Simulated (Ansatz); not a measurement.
Start from Pd in the fcc (Cu type) structure (space group Fm-3m, No. 225; a = 3.910 Å; relaxed with 0.1 eV smearing). Axes: x, y, z lie along the cube axes.

Structures relaxed with Ansatz (an electronic-structure program) r2SCAN, no SOC.

Base:

Simulated powder pattern, Cu Kα1, λ = 1.54056 Å (kinematic, ideal powder, no thermal factors, no anomalous dispersion; the 8 strongest lines at most, above 2 %, up to 2θ = 90°):

```tsv
2θ (°)	I/Imax (%)	hkl
39.90	100	(111)
46.40	48	(200)
67.72	29	(220)
81.58	34	(311)
86.06	10	(222)
```

After one change:

Simulated powder pattern, Cu Kα1, λ = 1.54056 Å (kinematic, ideal powder, no thermal factors, no anomalous dispersion; the 8 strongest lines at most, above 2 %, up to 2θ = 90°):

| 2θ (°) | I/Imax (%) |
|---|---|
| 39.82 | 100 |
| 39.98 | 99 |
| 46.40 | 95 |
| 67.72 | 38 |
| 81.43 | 23 |
| 81.53 | 11 |
| 81.64 | 11 |
| 81.74 | 23 |

Question: Which of these changes matches the shifts?
A) tensor shear ε_xy = +1.43 %
B) tensor shear ε_xy = +1.71 %
C) tensor shear ε_xy = +2.00 %
D) tensor shear ε_xy = +0.29 %

Answer: D, tensor shear ε_xy = +0.29 %. Its volume per atom is 14.95 Å³ against 14.95 Å³, and its space group is Immm (No. 71).

The cells carry an imposed strain or load. No phonon test of stability was made. All final runs are without spin polarisation. Pd has a high density of states at the Fermi level and may be magnetic at this level.
